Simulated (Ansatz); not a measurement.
## Bulk modulus of MoP (model structure, from the NbAs type, I4₁md, No. 109) at several levels of theory

No measured value is used here.

```tsv
level (code)	value (GPa)	cell (Å³/atom)
LDA (Ansatz)	247	13.96
PBE (Ansatz)	219	14.57
PBEsol (Ansatz)	238	14.17
```

LDA, PBE, PBEsol: the run has no spin polarisation, so it can have missed a magnetic state. LDA, PBE, PBEsol: the bulk modulus is −V dP/dV from two relaxed cells at ±2 % in volume. Each level is taken at its own relaxed cell. Ansatz's density-functional and Hartree–Fock values are scalar-relativistic unless marked +SOC, with PAW data made under PBE.

A model structure was made by putting elements into a prototype or built by hand; it is no filed structure, need not be a known phase, and can be a saddle point held by its symmetry.

Ansatz is a first-principles code.
